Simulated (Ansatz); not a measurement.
Crystal: Si (Fd-3m, diamond, 2 atoms a cell, 20.2 Å³ an atom); planes in its conventional cell.

Computed with r2SCAN (plane waves, PAW; Ansatz, a program for electronic structure).

The gap is the functional's own, uncorrected, and κ follows it; spin-orbit coupling is left out. Mid-gap values are interpolated between the computed energies.

| plane | area of the cell (Å²) | mid-gap κ (1/Å) | largest κ in the gap (1/Å) |
|---|---|---|---|
| (111) | 12.8 | 0.09 | 0.11 |
| (001) | 14.8 | ? | ? |
| (110) | 21.0 | ? | ? |

The slowest decay depends on the direction. Supply the withheld values.


- (001), mid-gap κ (1/Å): 0.12
- (001), largest κ in the gap (1/Å): 0.13
- (110), mid-gap κ (1/Å): 0.10
- (110), largest κ in the gap (1/Å): 0.10
